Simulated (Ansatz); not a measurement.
Structure of amorphous Ge-Sb-Te (Ge14Sb14Te35) (periodic cell):

```xyz
63
Lattice="13.2994 -0.3282 0.0642 -0.3282 13.6357 0.4791 0.0642 0.4791 11.6685" Properties=species:S:1:pos:R:3 pbc="T T T"
Ge    11.1869    -0.0611     4.7604
Ge     9.5506     3.6252     9.5861
Ge     3.0099     8.7466    10.5117
Ge    12.7790     9.8549    10.5492
Ge     8.9978    11.4382     8.0837
Ge     8.3947     0.4245     0.7848
Ge     6.4527    10.2619     5.1896
Ge     0.7419     6.0171    11.4626
Ge    10.7308     3.3054     6.1622
Ge     1.2251     3.3691     8.3314
Ge     5.6436     5.3941     6.8768
Ge     6.4343     9.3294     8.7704
Ge    11.1735     5.6422     7.0992
Ge     5.2128     8.2000     2.0495
Sb    -0.0914     9.2269     6.7718
Sb    10.5542     3.5393     1.4915
Sb     0.9434     7.7388     2.9711
Sb     8.9341     7.1308     3.1617
Sb     2.2311    11.5479     4.0665
Sb     9.1488     1.5814     7.7345
Sb     6.2992     0.4371     2.5785
Sb     8.7716     8.4381    11.1307
Sb    11.9735     9.9824     1.7954
Sb     5.4024    13.3286     9.8336
Sb     1.6024    13.5022    11.2990
Sb     2.8589     3.9328     3.8882
Sb     0.8460     1.7108     0.7186
Sb     5.3669     1.6525     5.8388
Te    11.9425    12.3829    11.2563
Te    12.5256    11.3416     4.4419
Te     6.2216     2.8613     8.2475
Te     6.8973     6.2393     1.1738
Te     9.1578     4.0645     4.1487
Te    12.1054     3.6468    10.4596
Te     7.8596     3.4136    11.6608
Te    -0.0711     6.8685     8.4381
Te     2.2403     0.8282     8.1660
Te     2.5983     0.9747     2.9040
Te     1.7233    10.6312     8.8921
Te    12.9228     2.1614     5.3001
Te     2.4077     8.7300     5.2737
Te     8.1244    12.9702    10.7201
Te     8.9188     6.0119     8.5645
Te     9.0884    10.5826     5.4231
Te    11.5241     7.2007     4.9976
Te    10.8487     0.5564     1.7784
Te     4.8633    10.9594     7.1561
Te     2.9097     5.0114     6.6004
Te     5.3922    11.2724     2.9341
Te     6.1001     7.6454     4.6975
Te     3.1722     6.3100     1.8515
Te    11.0520    13.2620     8.0529
Te     4.8836     7.0786     9.1532
Te    -0.0181     4.5782     2.3227
Te     1.8203    10.2467     1.5160
Te     8.8685     9.8687     1.7522
Te     5.7470     3.8506     4.0052
Te    10.6925     9.3896     8.8559
Te     5.1957    10.4297    11.0052
Te     2.5509     3.9971    10.7905
Te     4.7451     0.9268    11.6906
Te     7.7688     0.1956     5.2392
Te    10.8287     6.5896     0.8684
```

All values below come from PBE, scalar-relativistic without spin-orbit coupling, PAW (Ansatz default set, large-core Te) (plane waves to 420 eV; Ansatz, a quantum-chemistry and plane-wave program).

A CHGNet melt-quench gave the starting glass, which DFT then relaxed. The hot cell started wider than the set density and was brought back towards it in steps. It is the lowest in DFT energy of 4 quenches. It is a model cell: composition and starting density were chosen by hand, and all elements were melted together. No dispersion term was used. Its density started from a set value of 5.65 and ended at 5.65 g/cm³. The simulated quench (nominally 12 K/ps over its main leg) is rapid and tends to freeze in more defects than a deposited or slowly cooled glass has. Values belong to this one cell and scatter from quench to quench. The volume was held where the preparation left it and the shape relaxed, at a PBE pressure of 0.5 GPa. Stress components on the final sampling reach 0.5 GPa. On a 2×2×2 Γ-centred mesh force components of up to 0.19 eV/Å stay, since the relaxation ran on one k-point at (1/4, 1/4, 1/4).

Neighbours within Ge-Ge 2.85 Å, Ge-Sb 3.20 Å, Ge-Te 3.06 Å, Sb-Sb 3.34 Å, Sb-Te 3.42 Å, Te-Te 3.31 Å count as bonded.

Task: Give the coordination numbers, mean bond lengths and angles.

Result: 
```
Property                                                          Value
-----------------------  ----------------------------------------------
Mean coordination of Ge                       3.43 (8 with 3, 6 with 4)
Mean coordination of Sb   4.79 (1 with 3, 3 with 4, 8 with 5, 2 with 6)
Mean coordination of Te  2.94 (9 with 2, 20 with 3, 5 with 4, 1 with 5)
Mean Sb-Te bond                    3.070 Å (spread 0.164 Å, 61 counted)
Mean Ge-Te bond                    2.766 Å (spread 0.092 Å, 42 counted)
Mean Ge-Sb bond                     2.858 Å (spread 0.123 Å, 4 counted)
Mean Ge-Ge bond                     2.556 Å (spread 0.000 Å, 1 counted)
Bond angle at Ge                              mean 102.6°, spread 12.7°
Bond angle at Sb                              mean 104.8°, spread 30.2°
Bond angle at Te                               mean 99.9°, spread 21.6°
```

Task: List the pairs of like atoms that count as bonded by the rules above.

Result: Ge9-Ge13 (2.56 Å), Sb25-Sb27 (2.98 Å).
